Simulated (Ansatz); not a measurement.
Results of PBEsol (Ansatz, an electronic-structure program, plane waves, PAW) for Ca₂BeN₂ (model structure, started from the Ca2ZnN2 type, I4/mmm, No. 139, 5 atoms in the cell).

Numerical settings: plane-wave cutoff 520 eV, 14×14×14 k mesh, Fermi–Dirac smearing 0.01 eV, scalar-relativistic PAW data made under PBE.

Cell (relaxed at this level):

```xyz
5
Lattice="-1.7580 1.7580 5.7302 1.7580 -1.7580 5.7302 1.7580 1.7580 -5.7302" Properties=species:S:1:pos:R:3 pbc="T T T"
Ca     0.0000     0.0000     7.5127
Ca     0.0000     0.0000     3.9477
Be     0.0000     0.0000     0.0000
N      0.0000     0.0000     9.9207
N      0.0000     0.0000     1.5397
```

Task: Estimate the band gap and bulk modulus that the calculation returns.

Result: 
band gap: 1.02 eV (on the SCF k mesh)
bulk modulus: 92.0 GPa

Note: the bulk modulus is −V dP/dV from two relaxed cells at ±2 % in volume; the relaxation could raise the start's symmetry but not lower it, so the cell can be a saddle point.

Static lattice: no zero-point or thermal effects.

The result took around 6 core-minutes (rough).

A model structure was made by putting elements into a prototype or built by hand; it is no filed structure, need not be a known phase, and can be a saddle point held by its symmetry.
